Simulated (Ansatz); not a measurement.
**Defect calculation: V_As in zinc-blende InAs**

The numbers are results of PBE, PAW (plane waves to 420 eV; Ansatz, a program for electronic structure), not measurements. Set-up: 64-site cell; 2×2×2 shifted k-points; start: the As site; no spin–orbit coupling; the functional closes the host's gap; finite-size errors of tenths of an eV.

Neighbours after relaxation, in Å: of the emptied site: In 2.26, In 2.28, In 2.34, In 3.08.

Formation energies E_f are those of the neutral cell. Chemical conditions: As-rich (Δμ(As) = 0.00 eV; only phases computed here count, gases as isolated molecules at 0 K); In-rich (Δμ(As) = -0.48 eV; only phases computed here count, gases as isolated molecules at 0 K). Reference phases: As: rhombohedral As.

| charge | moment (μB) | largest move off a lattice site (Å) | E_f, As-rich (eV) | E_f, In-rich (eV) |
|---|---|---|---|---|
| 0† | fractional | 0.43 | 2.39 | 1.91 |

† Not settled in this cell, so no level is given: charge 0: fractional moment, a level filled in part.

Starting moments that weren't kept: charge 0 began with 1 μB and ended with 0.4.

All states together cost about 11 core-hours (a rough figure).
